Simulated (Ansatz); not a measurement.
Start from SnTe in the rock salt structure (space group Fm-3m, No. 225; a = 6.370 Å). Axes: x, y, z lie along the cube axes.

All numbers come from Kohn–Sham DFT with the r2SCAN functional, run in Ansatz (a program for electronic structure) with PAW and 500 eV plane waves, scalar-relativistic without spin-orbit coupling.

Strains are applied to the cell and any free atomic positions relax; under biaxial strain the out-of-plane vector relaxes too.

One change was made to it. Results:

The energy increases by 24 meV/atom; the pressure (mean of the normal stresses, compression positive) goes from zero to 2.22 GPa.

Problem. Name the change that was made.
A. biaxial strain +0.19 %, plane normal [110], relaxed out of plane
B. tensor shear ε_xz = +0.39 %
C. biaxial strain +3.11 %, plane normal [001], relaxed out of plane
D. uniaxial strain ε_zz = −4.03 %
E. biaxial strain −4.05 %, plane normal [110], relaxed out of plane

Solution. D, uniaxial strain ε_zz = −4.03 %. For comparison, the energy relative to the base in the other runs: biaxial strain −4.05 %, plane normal [110], relaxed out of plane gives +34 meV/atom; biaxial strain +0.19 %, plane normal [110], relaxed out of plane gives +0.1 meV/atom; biaxial strain +3.11 %, plane normal [001], relaxed out of plane gives +22 meV/atom; tensor shear ε_xz = +0.39 % gives +0.1 meV/atom.

A biaxial case was relaxed in a doubled cell and then solved in the primitive one. No phonon test of stability was made. The final runs are not spin-polarised.
